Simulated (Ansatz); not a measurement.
# Short convergence ladders for Zr2Ga (Fmm2, 6 atoms in the cell)

```
CELL_PARAMETERS angstrom
     -3.32795     3.32795     2.72813
      3.32795    -3.32795     2.72813
      3.32795     3.32795    -2.72813
ATOMIC_POSITIONS crystal
  Zr 0.65917 0.15917 0.81834
  Zr 0.34614 0.84614 0.19228
  Zr 0.15386 0.34614 0.50000
  Zr 0.84614 0.65386 0.50000
  Ga 0.25000 0.25000 0.00000
  Ga 0.75000 0.75000 0.00000
```

Base method: PBEsol, default PAW files made with PBE (plane waves; Ansatz, a quantum-chemistry and plane-wave program).

Base settings: basis.ecutwfc = 420 eV; kpoints.mp_grid.grid = 5 5 5; hamiltonian.xc = pbesol; hamiltonian.pseudopotentials = {kind: paw} (the program's default PAW files); scf.occupations.method = gaussian; scf.occupations.width = 0.1 eV.

The count of work is k-points × plane waves × bands × iterations; it is no time. Core times come from one kind of shared machine, to one figure; runs under 30 s give none.

**Shifted k-point meshes**

In this ladder: kpoints.mp_grid.shift = 0.5 0.5 0.5.

Only quantities that move along the ladder and can be compared are tabulated.

| kpoints.mp_grid.grid | free energy less the last step's (meV/atom) | pressure (GPa) | largest difference of a force vector from the last step's (eV/Å) | count of work / last | core time / last (rough) |
|---|---|---|---|---|---|
| 2 2 2 | 47.64 | -0.99 | 0.424 | 0.0061 | – |
| 4 4 4 | 3.45 | -2.47 | 0.041 | 0.036 | – |
| 6 6 6 | 1.77 | -2.29 | 0.020 | 0.086 | – |
| 8 8 8 | 0.62 | -2.28 | 0.014 | 0.18 | 0.2 |
| 10 10 10 | 0.09 | -2.29 | 0.007 | 0.39 | 0.4 |
| 14 14 14 | 0.00 | -2.30 | 0.000 | 1.0 | 1 |

Coarsest kpoints.mp_grid.grid that holds the forces within 0.01 eV/Å: not settled: the last two steps still differ by 0.007 eV/Å, over half the tolerance, so the ladder does not show it.

Coarsest kpoints.mp_grid.grid that holds the free energy within 1 meV/atom of the last step, with all finer ones: 8 8 8, at 0.18 of the last step's count of work and about 0.2 of the last step's time; the step before is off by 1.8 meV/atom.

Coarsest kpoints.mp_grid.grid that holds the pressure within 1 GPa of the last step, with all finer ones: 4 4 4, at 0.036 of the last step's count of work; the step before is off by 1.3 GPa.

**The width of Fermi-Dirac smearing**

In this ladder: kpoints.mp_grid.grid = 8 8 8; scf.occupations.method = fermi_dirac.

Narrow widths need finer meshes than wide ones, so the last steps can hold mesh noise.

Only quantities that move along the ladder and can be compared are tabulated; pressure and forces are left out, as mesh noise rules them at narrow widths.

| scf.occupations.width | free energy less the last step's (meV/atom) | energy extrapolated to zero width less the last step's (meV/atom) |
|---|---|---|
| 1 eV | -1450.56 | -117.18 |
| 0.5 eV | -383.36 | -19.09 |
| 0.3 eV | -132.94 | -3.94 |
| 0.2 eV | -50.64 | -0.29 |
| 0.1 eV | 0.00 | 0.00 |

Widest scf.occupations.width that holds the energy extrapolated to zero width within 1 meV/atom of the last step, with all finer ones: 0.2 eV; the step before is off by 3.9 meV/atom.

Widest scf.occupations.width that holds the free energy within 5 meV/atom: not settled: the last two steps still differ by 51 meV/atom, over half the tolerance, so the ladder does not show it.

The extrapolation to zero width removes most of the smearing's effect on the energy.

**The mesh under tetrahedron occupations**

In this ladder: scf.occupations.method = tetrahedron; scf.occupations.width = default.

Only quantities that move along the ladder and can be compared are tabulated.

```csv
kpoints.mp_grid.grid,free energy less the last step's (meV/atom),pressure (GPa),largest difference of a force vector from the last step's (eV/Å),count of work / last
3 3 3,-22.40,-2.21,0.067,0.016
4 4 4,5.11,-2.39,0.039,0.036
5 5 5,1.83,-2.36,0.030,0.054
8 8 8,-0.16,-2.39,0.030,0.19
12 12 12,-0.15,-2.35,0.011,0.55
15 15 15,0.00,-2.34,0.000,1.0
```

Coarsest kpoints.mp_grid.grid that holds the pressure within 0.1 GPa of the last step, with all finer ones: 4 4 4, at 0.036 of the last step's count of work; the step before is off by 0.13 GPa.

Coarsest kpoints.mp_grid.grid that holds the free energy within 0.5 meV/atom of the last step, with all finer ones: 8 8 8, at 0.19 of the last step's count of work; the step before is off by 1.8 meV/atom.

Coarsest kpoints.mp_grid.grid that holds the forces within 0.02 eV/Å: not settled: the last two steps still differ by 0.011 eV/Å, over half the tolerance, so the ladder does not show it.

On the base run: the starting cell comes from a database of computed structures (which also holds hypothetical and non-ambient phases and stackings), without a prior relaxation at this level. Its lattice was rescaled by up to half a per cent. One atom was moved a little off its site on purpose. Ansatz's pressure includes its estimate of the finite-basis (Pulay) stress.

Left out of this page: 2 runs of the series outside the window shown, repeating another row's setting, or not comparable.

Keys are those of Ansatz 0.2.
